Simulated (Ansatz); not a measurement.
Take Ce in the fcc (Cu type) structure (space group Fm-3m, No. 225; a = 4.732 Å) as the base.

Structures relaxed with PBE, PAW, 420 eV (Ansatz, a program for electronic structure; no spin-orbit coupling), earlier PAW set.

Base:

Simulated powder pattern, Cu Kα1, λ = 1.54056 Å (kinematic, ideal powder, no thermal factors, no anomalous dispersion; the 14 strongest lines at most, above 2 %, up to 2θ = 90°):

```csv
2θ (°),I/Imax (%),hkl
32.76,100,(111)
38.00,50,(200)
54.83,34,(220)
65.36,40,(311)
68.66,12,(222)
81.26,5.5,(400)
```

Now apply this change: cell and atoms relaxed at a pressure of 1.5 GPa.

After the change:

Simulated powder pattern, Cu Kα1, λ = 1.54056 Å (kinematic, ideal powder, no thermal factors, no anomalous dispersion; the 14 strongest lines at most, above 2 %, up to 2θ = 90°):

```tsv
2θ (°)	I/Imax (%)	hkl
33.16	100	(111)
38.48	50	(200)
55.55	34	(220)
66.24	40	(311)
69.60	11	(222)
82.45	5.5	(400)
```

The indices refer to the base's conventional cell; one index is shown for lines that coincide.

Open 4f shells without U are poorly described, and the f state was not checked. Load acts through the strain it causes; cell and atoms are relaxed under it. Whether these cells are dynamically stable was not tested. Seeded moments were not kept for the base. All final runs are without spin polarisation.
